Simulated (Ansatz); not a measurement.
The parent structure is GaN in the wurtzite structure (space group P6_3mc, No. 186; a = 3.183 Å, c = 5.184 Å). Axes: x lies along a and z along c of the hexagonal cell.

The values are results of plane-wave PAW DFT at the r2SCAN level (Ansatz, a first-principles code, 500 eV), no spin-orbit coupling, earlier PAW set, not measurements.

Base values:

| Quantity | Result |
|---|---|
| Band gap | 2.35 eV |
| Electron mass | 0.17 mₑ along c, 0.19 mₑ across (at Γ) |

Perturbation: the cell is compressed by 4.99 % along x with no lateral relaxation, atoms relaxed at fixed cell.

Question: Estimate the effect on the energy relative to the base, largest internal atomic displacement, stress, band gap and electron mass.

Answer: The energy rises by 34 meV/atom; the largest internal atomic displacement amounts to 0.030 Å; the stress (xx, yy, zz, yz, xz, xy; compression positive) is (20.18, 7.50, 5.32, 0.00, 0.00, 0.00) GPa; the band gap grows by 0.03 eV (2.35 eV → 2.38 eV); the electron mass goes from 0.17 mₑ along c, 0.19 mₑ across (at Γ) to 0.18 mₑ along z, 0.21 mₑ across (at Γ).

The cells carry an imposed strain or load. Effective masses come from finite differences of ±0.01 Å⁻¹. Whether these cells are dynamically stable was not tested.
